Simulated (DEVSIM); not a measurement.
System: abrupt InP n-p junction, at 400 K.

Layer 1 from the left is InP, thickness (μm) 12.0, Nd (cm⁻³) 1.7e15, τn (s) 7.5e-8, τp (s) 7.5e-8. Layer 2 from the left is InP, thickness (μm) 5.80, Na (cm⁻³) 5.5e16, τn (s) 7.5e-8, τp (s) 7.5e-8.

Left contact: ohmic. Right contact: ohmic. Voltage is applied to the left contact. Recombination: SRH at mid-gap, radiative. Mobility is constant in doping.

This is a model device: material constants are rounded textbook-type values typed into the input, and sizes, dopings and lifetimes were drawn at random. Values at 300 K; Nc and Nv go as T^1.5, mobilities as T to minus their exponent, the gap by Varshni's rule with the affinity fixed.

InP: gap (eV) 1.344, affinity (eV) 4.38, permittivity 12.5, Nc (cm⁻³) 5.7e17, Nv (cm⁻³) 1.1e19, μn (cm²/Vs) 5200, μp (cm²/Vs) 170, T exponent of μn 2, T exponent of μp 2, B (cm³/s) 1.2e-10, Varshni α (eV/K) 0.000363, Varshni β (K) 162.

Model (solved in DEVSIM): 1D drift-diffusion, Boltzmann statistics, complete ionisation; no tunnelling, impact ionisation, image-force lowering or self-heating.

Dark forward current:

```csv
|V| (V),|J| (A/cm²)
0.05,2.399e-7
0.10,7.220e-7
0.15,1.760e-6
0.20,4.077e-6
0.25,9.439e-6
0.30,2.248e-5
0.35,5.656e-5
0.40,0.0001543
0.45,0.0004651
0.50,0.001550
0.55,0.005614
0.60,0.02155
0.65,0.08517
0.70,0.3340
0.75,1.233
0.80,4.133
0.85,12.55
0.90,33.64
0.95,76.94
1.00,150.0
1.05,256.1
1.10,395.6
1.15,567.0
1.20,768.6
1.25,998.6
1.30,1255
```

Problem. Work out the local ideality factor n = ΔV / (kT/q · ln(J2/J1)) between the rows 0.15 and 0.20 V, 0.60 and 0.65 V, 1.25 and 1.30 V.

Solution. kT/q = 34.47 mV. From 0.15 to 0.20 V: ln(4.077e-6/1.760e-6) = 0.840, n = 1.73. From 0.60 to 0.65 V: ln(0.08517/0.02155) = 1.374, n = 1.06, near the 1 of diffusion or emission over a barrier. From 1.25 to 1.30 V: ln(1255/998.6) = 0.229, n = 6.35.

Problem. Estimate the current at 0.60 V from the Shockley equation with J0 = Σ q ni² D/(N L) coth(W/L), τ joining the SRH, radiative and Auger lifetimes that are on, and W taken as the whole layer.

Solution. ni² = 4.47e20 cm⁻⁶; holes in the n layer: μ = 95.6 cm²/Vs, D = 3.30 cm²/s, τ = 7.39e-8 s, L = 4.93 μm, W/L = 2.4, term 2.86e-10 A/cm²; electrons in the p layer: μ = 2930 cm²/Vs, D = 101 cm²/s, τ = 5.02e-8 s, L = 22.5 μm, W/L = 0.26, term 2.31e-10 A/cm². J0 = 5.17e-10 A/cm², and J = J0 exp(qV/kT) = 0.0187 A/cm². The simulation gives 0.0215 A/cm²; the estimate lies 13 % below. The estimate leaves out recombination in the depletion region and that region's share of W.
